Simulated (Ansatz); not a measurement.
Where the default PAW files enter, the runs use the earlier of Ansatz's two default sets.

Evanescent states of AlN (F-43m, zinc blende, 2 atoms a cell, 10.4 Å³ an atom) along the normal of (110)

Computed with r2SCAN (plane waves, PAW; Ansatz, a first-principles code).

The gap is the functional's own, uncorrected, and κ follows it; spin-orbit coupling is left out. Mid-gap values are interpolated between the computed energies.

Energies count from the valence-band top; κ is the least over a 10×8 mesh across the current.

```json
[
 {"E (eV)": "0.10", "κ (1/Å)": "0.081", "where": "Γ"},
 {"E (eV)": "0.28", "κ (1/Å)": "0.137", "where": "Γ"},
 {"E (eV)": "0.47", "κ (1/Å)": "0.173", "where": "Γ"},
 {"E (eV)": "0.67", "κ (1/Å)": "0.200", "where": "Γ"},
 {"E (eV)": "0.85", "κ (1/Å)": "0.221", "where": "Γ"},
 {"E (eV)": "1.04", "κ (1/Å)": "…", "where": "Γ"},
 {"E (eV)": "1.24", "κ (1/Å)": "…", "where": "Γ"},
 {"E (eV)": "1.43", "κ (1/Å)": "…", "where": "Γ"},
 {"E (eV)": "1.61", "κ (1/Å)": "…", "where": "Γ"},
 {"E (eV)": "1.80", "κ (1/Å)": "…", "where": "Γ"},
 {"E (eV)": "2.00", "κ (1/Å)": "…", "where": "Γ"},
 {"E (eV)": "2.19", "κ (1/Å)": "…", "where": "Γ"},
 {"E (eV)": "2.38", "κ (1/Å)": "…", "where": "Γ"},
 {"E (eV)": "2.56", "κ (1/Å)": "…", "where": "Γ"},
 {"E (eV)": "2.75", "κ (1/Å)": "…", "where": "Γ"},
 {"E (eV)": "2.94", "κ (1/Å)": "…", "where": "Γ"},
 {"E (eV)": "3.13", "κ (1/Å)": "0.235", "where": "Γ"},
 {"E (eV)": "3.33", "κ (1/Å)": "0.211", "where": "Γ"},
 {"E (eV)": "3.52", "κ (1/Å)": "0.180", "where": "Γ"},
 {"E (eV)": "3.71", "κ (1/Å)": "0.136", "where": "Γ"},
 {"E (eV)": "3.90", "κ (1/Å)": "0.058", "where": "Γ"}
]
```

Task: What belongs in the gaps?

Result: 
- 1.04, κ (1/Å): 0.238
- 1.24, κ (1/Å): 0.252
- 1.43, κ (1/Å): 0.264
- 1.61, κ (1/Å): 0.273
- 1.80, κ (1/Å): 0.280
- 2.00, κ (1/Å): 0.285
- 2.19, κ (1/Å): 0.289
- 2.38, κ (1/Å): 0.291
- 2.56, κ (1/Å): 0.285
- 2.75, κ (1/Å): 0.271
- 2.94, κ (1/Å): 0.255
